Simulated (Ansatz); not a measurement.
Ansatz (a first-principles code) run on CuAu (P4/mmm, 2 atoms in the cell): self-consistent single point.

Computed with PBE, PAW files (plane waves; Ansatz).

```xyz
2
Lattice="2.8581 0.0000 0.0000 0.0000 2.8581 0.0000 0.0000 0.0000 3.5909" Properties=species:S:1:pos:R:3 pbc="T T T"
Cu     1.4291     1.4291     1.7955
Au     0.0000     0.0000     0.0000
```

Reference input (self-consistent single point, DFT, PBE, plane waves, PAW files): basis.ecutwfc = 30.9 Ry; kpoints.mp_grid.grid = 8 8 6; hamiltonian.xc = pbe; hamiltonian.pseudopotentials = {kind: paw} (the program's default PAW files); scf.occupations.method = fermi_dirac; scf.occupations.width = 0.0073 Ry. This run's input differs from it in these lines:

Ansatz 0.2 input:
```diff
@@ -9,3 +9,3 @@
 basis:
-  ecutwfc: 30.9 Ry
+  ecutwfc: 54.0 Ry
 kpoints:
```

Output, abridged:

```
SCF iter   1: F=—  HF=-19779.466490 eV  |F-HF|=—  |Δ(HF+E_count)|=         —  Δρ=1.90e-1  dr2=1.45e1  ethr=3.10e-3  ⟨swp⟩=5.3  Hψ=5184  notcnv=0
all-band conjugate gradients solve this SCF's bands
preconditioner: auto → Kerker (q_TF=auto, 2.849 Å⁻¹)
SCF iter   2: F=—  HF=-19776.827442 eV  |F-HF|=—  |Δ(HF+E_count)|=    2.64e0  Δρ=8.04e-2  dr2=1.23e0  ethr=3.10e-3  ⟨swp⟩=3.0  Hψ=3373  notcnv=0  defer=3
   [... lines left out ...]
SCF iter   8: F=—  HF=-19776.501399 eV  |F-HF|=—  |Δ(HF+E_count)|=   5.57e-5  Δρ=2.18e-4  dr2=2.30e-5  ethr=1.02e-6  ⟨swp⟩=1.6  Hψ=1607  notcnv=0  defer=3
SCF iter   9: F=—  HF=-19776.501372 eV  |F-HF|=—  |Δ(HF+E_count)|=   2.78e-5  Δρ=7.38e-5  dr2=1.80e-6  ethr=6.07e-8  ⟨swp⟩=2.0  Hψ=2328  notcnv=0  defer=3
SCF iter  10: F=—  HF=-19776.501371 eV  |F-HF|=—  |Δ(HF+E_count)|=   3.27e-7  Δρ=2.01e-5  dr2=1.45e-7  ethr=4.73e-9  ⟨swp⟩=2.6  Hψ=2045  notcnv=0  defer=3
SCF iter  11: F=-19776.501371 eV  HF=-19776.501371 eV  |F-HF|=1.14e-8  |Δ(HF+E_count)|=   1.70e-8  Δρ=4.82e-6  dr2=5.70e-9  ethr=2.63e-10  ⟨swp⟩=5.2  Hψ=5546  notcnv=0
SCF 1 converged in 11 iterations: F = -19776.501371 eV  dr2 = 5.70e-9
Free energy (F): -19776.501371 eV
Internal energy: -19776.480644 eV  (E = F + TS)
E sigma→0 (E₀):  -19776.491008 eV
Entropy (-TS):   -0.020727 eV (-10.364 meV/atom)
Fermi energy:    18.541541 eV
--- Forces (eV/Å), atoms counted from 1 ---
  atom   1  Cu     0.00000000     0.00000000     0.00000000
  atom   2  Au    -0.00000000    -0.00000000     0.00000000
--- Stress (GPa, compression-positive) ---
        3.996962       0.000000       0.000000
        0.000000       3.996962       0.000000
        0.000000       0.000000       3.020141
  P = ⅓ Tr σ = 3.6714 GPa (36.714 kbar)
  The stress holds the Pulay correction. Without it, at fixed plane waves, as pw.x and ABINIT print it: P = 3.6693 GPa
```

The run converged in 11 iterations. Against the reference run the free energy falls by 2.5 meV/atom and the pressure moves little (3.70 to 3.67 GPa).

The starting cell comes from a database of computed structures (which also holds hypothetical and non-ambient phases and stackings), without a prior relaxation at this level. Its lattice was rescaled by a random factor within 2.5 % of one. Spin polarisation is off. Ansatz's pressure includes its estimate of the finite-basis (Pulay) stress.
